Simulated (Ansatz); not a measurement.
SnS: carrier doping

The parent structure is SnS (space group Pnma, No. 62; a = 10.9125 Å, b = 3.9536 Å, c = 4.1105 Å).

Carriers are added at fixed cell with a uniform background; the Fermi–Dirac width is that of 300 K.

Method: PBEsol-D3(BJ) (Ansatz, a quantum-chemistry and plane-wave program, PAW, scalar-relativistic without spin-orbit coupling), earlier PAW set.

```csv
case,largest internal atomic displacement,gap between the host's bands
undoped,–,0.30 eV
electrons 5.0×10^21 cm⁻³,0.065 Å,0.11 eV
electrons 1.0×10^22 cm⁻³,0.109 Å,zero
holes 5.0×10^21 cm⁻³,0.036 Å,0.45 eV
holes 7.0×10^21 cm⁻³,0.956 Å,zero
holes 1.0×10^22 cm⁻³,0.954 Å,zero
```

Carriers are added with a uniform compensating background; total energy and stress of such cells depend on the potential's zero and are not compared; many-body gap narrowing is missing at this level. Whether these cells are dynamically stable was not tested. All final runs are without spin polarisation. A zero or small gap of SnS can be the functional's error rather than a property of the material.
